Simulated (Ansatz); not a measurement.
We consider 1T (CdI2-type) MgI2, described by PBEsol in Ansatz (plane waves, PAW).

Numerical settings: plane-wave cutoff 560 eV, 12×12×6 k mesh (along the axes of the cell as run), Fermi–Dirac smearing 0.01 eV, scalar-relativistic PAW data made under PBE.

Starting structure:

```xyz
3
Lattice="4.1500 0.0000 0.0000 -2.0750 3.5940 0.0000 0.0000 0.0000 6.8600" Properties=species:S:1:pos:R:3 pbc="T T T"
Mg     0.0000     0.0000     0.0000
I      0.0000     2.3960     1.6601
I      2.0750     1.1980     5.1999
```

Problem. Into what structure does the relaxation of cell and atoms lead at this level, with the symmetry of the start kept?

Solution. The volume goes up by 1.4 %; final space group P-3m1.
```xyz
3
Lattice="4.1295 0.0000 0.0000 -2.0647 3.5762 0.0000 0.0000 0.0000 7.0259" Properties=species:S:1:pos:R:3 pbc="T T T"
Mg     0.0000     0.0000     0.0000
I      0.0000     2.3841     1.6690
I      2.0647     1.1921     5.3569
```

Note: the cell comes from a level without a dispersion term, which matters for the spacing of layers, chains or molecules; the cell has widely spaced layers and the level no dispersion term, so their spacing and the moduli can rest on weak binding.

Ansatz is an electronic-structure program.
